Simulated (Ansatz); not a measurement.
Start from Na in the bcc (W type) structure (space group Im-3m, No. 229; relaxed with 0.1 eV smearing).

```xyz
1
Lattice="-2.0867 2.0867 2.0867 2.0867 -2.0867 2.0867 2.0867 2.0867 -2.0867" Properties=species:S:1:pos:R:3 pbc="T T T"
Na     0.0000     0.0000     0.0000
```

Cartesian axes are those of the cell as printed.

Computed with Kohn–Sham DFT with the PBEsol functional, run in Ansatz (an electronic-structure program) with PAW and 420 eV plane waves, no spin-orbit coupling.

Now apply this change: tensor shear ε_xy = +1.71 % (engineering shear γ = 0.0342), atoms relaxed at fixed cell.

Q: What does the calculation give for the energy relative to the base and stress after the change?

A: The energy increases by 0.9 meV/atom; the stress (xx, yy, zz, yz, xz, xy; compression positive) comes out as (0.0, 0.0, 0.0, 0.0, 0.0, -0.2) GPa.

The cells carry an imposed strain or load. No phonon test of stability was made.
